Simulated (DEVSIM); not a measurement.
Device: abrupt InP p-n junction, at 300 K.

| layer (left to right) | material | thickness (μm) | Nd (cm⁻³) | Na (cm⁻³) | τn (s) | τp (s) |
|---|---|---|---|---|---|---|
| 1 | InP | 0.140 | - | 5.9e16 | 1.7e-8 | 1.7e-8 |
| 2 | InP | 2.10 | 2.4e14 | - | 1.7e-8 | 1.7e-8 |

Left contact: ohmic. Right contact: ohmic. Voltage is applied to the left contact. Recombination: SRH at mid-gap. Mobility is μmin + (μ − μmin)/(1 + (N/Nref)^α).

The device is made up for the run: typed textbook-type constants, with dimensions and the other settings drawn at random. Values at 300 K. The table also holds parameters that only a changed run uses.

| parameter | InP |
|---|---|
| gap (eV) | 1.344 |
| affinity (eV) | 4.38 |
| permittivity | 12.5 |
| Nc (cm⁻³) | 5.7e17 |
| Nv (cm⁻³) | 1.1e19 |
| μn (cm²/Vs) | 5200 |
| μp (cm²/Vs) | 170 |
| μn,min | 400 |
| μp,min | 10 |
| Nref,n | 3e17 |
| Nref,p | 4.9e17 |
| αn | 0.47 |
| αp | 0.62 |
| Cn (cm⁶/s) | 9e-31 |
| Cp (cm⁶/s) | 9e-31 |

Simulated with DEVSIM: 1D drift-diffusion, Boltzmann statistics, complete ionisation; no tunnelling, impact ionisation, image-force lowering or self-heating.

Base results: dark forward voltage at 1 A/cm² (V) 0.847; largest field in the device at zero bias (V/cm) 14000; dark forward voltage at 100 A/cm² (V) 1.003; potential step across the device at zero bias (V) 1.008.

Problem. What follows from this one change: doping Nd of layer 2 2.4e+14 → 7.2e+14 cm^-3?

Solution. dark forward voltage at 1 A/cm² 0.847 → 0.855 V; largest field in the device at zero bias 14000 → 17000 V/cm; dark forward voltage at 100 A/cm² 1.003 → 0.995 V; potential step across the device at zero bias 1.008 → 1.036 V.

Problem. What follows from this one change: constant mobility in place of the doping-dependent one?

Solution. dark forward voltage at 1 A/cm² 0.847 → 0.842 V; largest field in the device at zero bias little changed (14000 V/cm); dark forward voltage at 100 A/cm² 1.003 → 0.997 V; potential step across the device at zero bias little changed (1.008 V).
